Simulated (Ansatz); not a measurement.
A periodic model of amorphous Si24O49Zn:

```xyz
74
Lattice="10.4930 0.0476 -0.0565 0.0476 10.2577 -0.0783 -0.0565 -0.0783 10.3408" Properties=species:S:1:pos:R:3 pbc="T T T"
Si     7.4563     9.3345     8.9540
Si     4.1300     9.1297     3.0679
Si     1.8311     6.9205     9.8786
Si     7.1161     5.8925     6.0624
Si     7.9974     1.6061     0.1963
Si     2.9899     0.6957     7.1288
Si     3.8002     3.5307     3.7897
Si     1.5785     8.6950     8.3203
Si     9.1907     8.0078     2.5763
Si     0.6053     4.8433     1.1236
Si     1.2096     2.0749     4.7902
Si     8.5148     8.2688     4.8272
Si     0.4454     1.9478     0.7257
Si     4.8271     6.2893     3.8209
Si     8.1312     5.3703     1.1333
Si     1.1074    10.0624     2.5793
Si     9.7562     9.8717     6.9293
Si     4.5458     7.2055     0.9915
Si     9.7441     2.2821     8.2965
Si     6.3731     3.1463     2.2329
Si     6.5285     6.3920     9.1258
Si     9.8790     4.3042     6.0952
Si     5.3118     0.3711     7.0225
Si     5.6534     1.4166     4.4118
O      9.8773     3.7489     7.6339
O      8.2867     4.7717     5.8214
O      6.0333     5.8163     4.8294
O      4.8385     0.2326     3.6230
O      2.5050     9.3218     2.9754
O      0.6717     0.7970     3.9128
O      1.1736     3.3106     1.2513
O      4.6347     2.6274     4.8749
O      7.7160     7.4234     5.9366
O      2.4738     7.2842     8.3625
O      0.4103     5.4786     5.9521
O      5.1317     6.2387     2.1935
O      3.6643     5.1442     4.1106
O      8.8640     9.5144     8.2072
O      7.2563     5.2909    10.0698
O      6.7831     2.1130     3.4536
O      1.3039     0.7010     1.3194
O      6.4409     5.8423     7.5737
O      9.5042     4.5868     0.8477
O      0.9349     5.7624     2.3915
O      1.0381     5.5191    10.0727
O      1.9996     1.5194     6.1368
O      7.2765     4.5283     2.2658
O      6.2000     9.7942     8.0293
O      9.0525     9.6195     5.5021
O      0.5549     8.8238     7.0511
O      9.9623     1.2065     7.0897
O      8.2854     2.1093     9.0346
O      5.1206     6.7589     9.8752
O      2.3315    10.1486     8.2921
O      2.9538     7.0275     0.7580
O      4.3643     7.8383     4.0889
O      9.6992     7.3478     4.0521
O      4.7370     8.7314     1.5831
O      0.8914     8.3136     9.7956
O      6.3005     0.8451     5.8060
O      9.3578     1.7443     1.1074
O      0.4297     1.9401     9.4376
O      4.3183     1.5363     7.7012
O      7.3875     7.7553     9.2314
O      7.8818     8.7111     3.3569
O      8.5853     6.9087     1.5547
O     10.4142     3.0801     5.0811
O      2.2751     2.9443     3.8668
O      4.0357     9.8363     6.2919
O      6.7292     2.4136     0.8214
O      7.5293     0.0366     0.0615
O     10.3786     9.0418     2.1694
O      4.7354     3.3985     2.4102
Zn     0.7358     5.7780     4.1890
```

Calculation: PBE, scalar-relativistic without spin-orbit coupling (plane waves to 420 eV, PAW; Ansatz, an electronic-structure program).

The cell was made by melting and quenching with the CHGNet potential and then relaxed with DFT. O atoms were pushed apart under 1.9 Å during the dynamics, to hinder bonds among them. The hot cell started wider than the set density and was brought back towards it in steps. It is the lowest in DFT energy of 2 quenches. It is a model cell: composition and starting density were chosen by hand, and all elements were melted together. No dispersion term was used. Its density started from a set value of 2.27 and ended at 2.27 g/cm³. Cooling (nominally 480 K/ps over its main leg) ran many orders faster than in experiment, which tends to leave more defects and strain. A cell of this size samples the disorder only roughly. The volume was held where the preparation left it and the shape relaxed, at a PBE pressure of 0.0 GPa.

Neighbours within Si-Si 2.60 Å, Si-O 1.90 Å, Si-Zn 2.56 Å, O-O 1.58 Å, O-Zn 2.26 Å, Zn-Zn 2.68 Å count as bonded. Two cations that share two anions don't count as bonded, nor two that share one unless they lie closer than Si-Si 2.38 Å, Si-Zn 2.49 Å, Zn-Zn 2.61 Å.

Task: Give the coordination numbers, mean bond lengths and angles.

Result: 
* **Mean coordination of Si by anions**: 4.00 (24 with 4)
* **Mean coordination of O**: 2.02 (48 with 2, 1 with 3)
* **Mean coordination of Zn by anions**: 3.00 (1 with 3)
* **Mean Si-O bond**: 1.642 Å (spread 0.022 Å, 96 counted)
* **Mean O-Zn bond**: 1.929 Å (spread 0.163 Å, 3 counted)
* **Bond angle at Si**: mean 109.4°, spread 6.1°
* **Bond angle at O**: mean 131.6°, spread 19.5°

Task: Which atoms depart from the most common coordination of their element?

Result: O57 has 3 (Si12 1.69 Å, Si9 1.69 Å, Zn74 2.16 Å).

Task: List the pairs of like atoms that count as bonded by the rules above.

Result: There are none by these rules.
